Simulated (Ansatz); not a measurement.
**Metal–I bond length (Å) in related cells**

A. KI (rock salt, Fm-3m)
B. CsI (CsCl type, Pm-3m)

Computed with Ansatz (plane waves, PAW), its default PAW set. Each column's cells are at rest at that level. The structures are the rest points that the relaxations reached, not proven lowest. Atoms count as bonded under 1.18 times the sum of their covalent radii (1.35 for H and a metal); two metal atoms count in their first shell alone, and not where both have two or more other neighbours. Mean, with the range where bonds differ.

| cell | PBE | r2SCAN (own geometry) |
|---|---|---|
| A | 3.589 | 3.544 |
| B | 4.040 | 3.991 |

With PBE the value of B exceeds that of A by 0.451 Å. With r2SCAN (own geometry) the value of B exceeds that of A by 0.447 Å.

Ansatz is a first-principles code.
